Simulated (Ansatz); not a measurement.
A thin film of rutile SiO2 is deposited stress-free at 775 K on a thick substrate of bcc (W type) W and cooled to 300 K. Take the in-plane direction as the cubic or basal-plane axis of each crystal, and these free lattice constants from the quasi-harmonic free energy on PBEsol density-functional theory in Ansatz (plane waves, PAW).

```json
[
 {"crystal": "SiO2", "a at 300 K (Å)": "4.21193", "a at 775 K (Å)": "4.22915"},
 {"crystal": "W", "a at 300 K (Å)": "3.15773", "a at 775 K (Å)": "3.16501"}
]
```

 Spin-orbit coupling is not included. The runs of W (PBEsol) noted for some cells that some bands missed the eigensolver's tolerance; how far this moves their values was not measured.

**Question.** What in-plane thermal strain does the film carry at 300 K, and is it tensile or compressive?

**Answer.** With logarithmic strains ln(a_hot/a_300): left free, the film would shrink by 0.408 % and the substrate by 0.230 %. The film is held to the substrate, so its strain is 0.178 %: tensile. Plastic relief and phase changes are ignored.

The PAW data sets were generated under PBE and serve the other functionals too.

Ansatz is a program for electronic structure.
